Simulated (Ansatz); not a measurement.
SiGe in the CsCl type structure (space group Pm-3m, No. 221; a hypothetical phase, not in the database extracts checked)

```cif
data_GeSi
_chemical_formula_sum 'Ge1 Si1'
_space_group_name_H-M_alt 'Pm-3m'
_space_group_IT_number 221
_space_group_name_Hall '-P 4 2 3'
_cell_length_a 3.25162
_cell_length_b 3.25162
_cell_length_c 3.25162
_cell_angle_alpha 90.000
_cell_angle_beta 90.000
_cell_angle_gamma 90.000
loop_
_atom_site_label
_atom_site_type_symbol
_atom_site_symmetry_multiplicity
_atom_site_Wyckoff_symbol
_atom_site_fract_x
_atom_site_fract_y
_atom_site_fract_z
_atom_site_occupancy
Ge1 Ge 1 a 0.00000 0.00000 0.00000 1
Si1 Si 1 b 0.50000 0.50000 0.50000 1
```

Level of theory: PBE (Ansatz, a first-principles code), spin-orbit coupling left out. k-mesh 14×14×14 (Γ-centred); smearing 0.05 eV (Fermi–Dirac).

| Property | Result |
|---|---|
| Volume per atom | 17.19 Å³ |
| Density | 4.87 g/cm³ |
| Band gap | zero |
| Total energy | -2464.888 eV/atom (σ→0; compares only within this code and set-up) |

Whether these cells are dynamically stable was not tested. All final runs are without spin polarisation.
